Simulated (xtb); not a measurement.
xtb 6.7.1, GFN1-xTB: F/C=C/[C](F)F, charge 0, multiplicity 2, 8 atoms. The geometry is a generated start, not checked to be a minimum at this level.

run flags: --grad
method: GFN1-xTB
--acc: 1 (default)
--etemp (K): 300 (default)
basis functions: 28
valence electrons: 35

```xyz
8

F      2.3983    -0.1791     0.1606
C      1.1842     0.3437    -0.0163
C      0.0755    -0.4571     0.0941
C     -1.2097    -0.0244    -0.0634
F     -2.2739    -0.7989     0.0841
F     -1.5691     1.2216    -0.3612
H      1.1903     1.3984    -0.2286
H      0.2042    -1.5044     0.3309
```

Charge 0 and multiplicity 2 are set for this test and not shown to be the ground state. GFN-xTB has no spin term: --uhf 1 sets the occupations alone.

One run each on 1 thread. Values of broydamp tried: 0.02, 0.05, 0.1, 0.2, 0.4 (default), 0.6, 0.8, 1.

### Question
How does the count of SCC iterations change with broydamp, and where is it least?

### Answer
Fewest SCC iterations, within one of each other: 0.4 (default) with 9, 0.6 with 10. The count rises to 18 at 0.02. All converge to one solution.

| broydamp | SCC iterations | end |
|---|---|---|
| 0.02 | 18 | same solution |
| 0.05 | 16 | same solution |
| 0.1 | 14 | same solution |
| 0.2 | 12 | same solution |
| 0.4 (default) | 9 | same solution |
| 0.6 | 10 | same solution |
| 0.8 | 12 | same solution |
| 1 | 12 | same solution |
